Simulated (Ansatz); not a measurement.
# How far PBE-D3(BJ) and r2SCAN+rVV10 part for WS2

Take WS2 in the 2H-MoS2 type structure (space group P6_3/mmc, No. 194; a = 3.154 Å, c = 12.137 Å; layered, stacked along the Cartesian z axis) as the base.

(Cell as relaxed with PBE-D3(BJ).)

Levels (all Ansatz, a program for electronic structure, PAW): PBE-D3(BJ) (420 eV, scalar-relativistic without spin-orbit coupling); r2SCAN+rVV10 (500 eV, spin-orbit coupling left out).

Each level relaxes its own structure.

```tsv
quantity	PBE-D3(BJ)	r2SCAN+rVV10
volume per atom	17.43 Å³	…
lattice parameter a	3.154 Å	…
lattice parameter c	12.137 Å	…
band gap	0.88 eV	…
gap character	indirect, Γ → K–Γ (47 % along)	…
hole mass	0.89 mₑ along c, 0.55 mₑ across	…
```

Question: Given the PBE-D3(BJ) results, estimate those of r2SCAN+rVV10.

Answer: 
- volume per atom, r2SCAN+rVV10: 18.12 Å³
- lattice parameter a, r2SCAN+rVV10: 3.170 Å
- lattice parameter c, r2SCAN+rVV10: 12.492 Å
- band gap, r2SCAN+rVV10: 1.13 eV
- gap character, r2SCAN+rVV10: indirect, Γ → K–Γ (47 % along)
- hole mass, r2SCAN+rVV10: 0.74 mₑ along c, 0.62 mₑ across

PBE-D3(BJ)'s volume per atom lies 0.69 Å³ below r2SCAN+rVV10's (3.8 %); PBE-D3(BJ)'s lattice parameter a lies 0.016 Å below r2SCAN+rVV10's (0.5 %); PBE-D3(BJ)'s lattice parameter c lies 0.3545 Å below r2SCAN+rVV10's (2.8 %); PBE-D3(BJ)'s band gap lies 0.25 eV below r2SCAN+rVV10's; the two agree on the gap character. Neither level is exact; r2SCAN+rVV10 is the comparison here, not a measurement.

With W present, leaving out spin-orbit coupling can change the band edges. Masses are band curvatures over ±0.01 Å⁻¹ around the edge. Whether these cells are dynamically stable was not tested.
